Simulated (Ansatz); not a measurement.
The starting structures come from a database of crystals and need not be the phases stable at ambient conditions.

 Where the default PAW files enter, the runs use the earlier of Ansatz's two default sets.

Given:

```
Ag2S
1.0
    4.27392     0.00000     0.00000
   -1.49149     7.48623     0.00000
    0.00000     0.00000     7.25375
Ag S
8 4
Direct
  0.72895   0.20641   0.50881
  0.27105   0.79359   0.49119
  0.77105   0.29359   0.00881
  0.22895   0.70641   0.99119
  0.70176   0.55709   0.69303
  0.29824   0.44291   0.30697
  0.79824   0.94291   0.19303
  0.20176   0.05709   0.80697
  0.59915   0.85946   0.76334
  0.40085   0.14054   0.23666
  0.90085   0.64054   0.26334
  0.09915   0.35946   0.73666
```

Space group of this cell: P2_1/c. The cell is strained (all lengths scaled by 0.98); by PBEsol its mean pressure is -1.7 GPa.

Transport runs along the normal of the first two printed cell vectors.

The gap is the functional's own, uncorrected, and κ follows it; spin-orbit coupling is left out. Mid-gap values are interpolated between the computed energies.

Q: Give the band gap and the smallest decay constant κ at mid-gap that PBEsol run with Ansatz (a quantum-chemistry and plane-wave program) yields.

A: Gap 0.94 eV on a 8×4×4 mesh; κ = 0.154 1/Å, at (0.500, 0.500) of the in-plane reciprocal vectors. At the zone centre, at the nearest computed energy, the slowest state has κ = 0.19 1/Å.
